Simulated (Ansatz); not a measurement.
**AgCl: pressure series**

The reference is AgCl in the CsCl type structure (space group Pm-3m, No. 221; a model cell, its experimental status unchecked).

```xyz
2
Lattice="3.3311 0.0000 0.0000 0.0000 3.3311 0.0000 0.0000 0.0000 3.3311" Properties=species:S:1:pos:R:3 pbc="T T T"
Ag     0.0000     0.0000     0.0000
Cl     1.6655     1.6655     1.6655
```

Cell and atoms are relaxed at each pressure.

Calculations: plane-wave PAW DFT at the PBEsol level (Ansatz, a first-principles code, 420 eV), without spin-orbit coupling.

| P (GPa) | V (Å³/atom) |
|---|---|
| -2.01 | 19.126 |
| -1.01 | 18.789 |
| 0.89 | 18.238 |
| 2.10 | 17.935 |
| 4.50 | 17.415 |
| 9.00 | 16.635 |
| 15.01 | 15.842 |
| 22.50 | 15.087 |
| 30.00 | 14.490 |

Question: Fit a third-order Birch–Murnaghan equation of state.

Answer: Least squares on P(V) = (3B₀/2)[(V₀/V)^(7/3) − (V₀/V)^(5/3)]·[1 + (3/4)(B₀′ − 4)((V₀/V)^(2/3) − 1)] gives V₀ = 18.48 Å³/atom, B₀ = 65 GPa and B₀′ = 5.3.

Between the base and pressure 4.5 GPa the gap moves from 0.45 eV to 0.50 eV, a mean slope of 12 meV/GPa.

Load acts through the strain it causes; cell and atoms are relaxed under it. Whether these cells are dynamically stable was not tested. No other phases were tried under pressure. This is not the structure that AgCl has at room temperature and ambient pressure.
